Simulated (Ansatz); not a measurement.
For PtAg (model structure, P4/mmm, No. 123, 2 atoms in the cell), LDA in Ansatz (plane waves, PAW) gives:

```
Property                         Result
------------------------------  -------
equilibrium lattice constant a  2.727 Å
lattice parameter c             4.116 Å
bulk modulus                    210 GPa
```

Question: What does PBEsol (Ansatz, a first-principles code, PAW) give for the same quantities?

Answer: 
- lattice constant a: 2.749 Å (rises by 0.8 %)
- lattice parameter c: 4.161 Å (rises by 1.1 %)
- bulk modulus: 190 GPa (drops by 9.5 %)

Changes are worked out from the printed values.

Unless a cell is named, each level is at its own relaxed cell (LDA 15.31, PBEsol 15.73 Å³/atom).

Levels without +SOC leave out spin–orbit coupling, which shifts energies and cells of such heavy elements.

Caveats: the bulk modulus is −V dP/dV from two relaxed cells at ±2 % in volume (LDA, PBEsol). Ansatz's density-functional and Hartree–Fock values are scalar-relativistic unless marked +SOC, with PAW data made under PBE.

A model structure was made by putting elements into a prototype or built by hand; it is no filed structure, need not be a known phase, and can be a saddle point held by its symmetry.
